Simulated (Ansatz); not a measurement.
The starting structures come from a database of crystals and need not be the phases stable at ambient conditions.

By PBEsol, the system below comes out a metal.

Data:

```xyz
4
Lattice="5.1754 0.0000 0.0000 0.0000 6.8714 0.0000 0.0000 3.4357 3.4357" Properties=species:S:1:pos:R:3 pbc="T T T"
In     2.5626     1.7179     1.7179
In     2.6129     5.1536     1.7179
Bi     0.0000     3.4357     0.0000
Bi     0.0000     0.0000     0.0000
```

Space group of this cell: P4/nmm. The cell is taken as given; by PBEsol its mean pressure is -2.6 GPa.

The current flows along the normal of the first two printed cell vectors, the (110) plane of the conventional cell. No spin-orbit coupling; the value is a mean over 0.1 eV about the Fermi level.

Question: State the ballistic conductance per area according to PBEsol (Ansatz, a program for electronic structure).

Answer: 0.71 × 10¹⁵ S/m² for both spins.
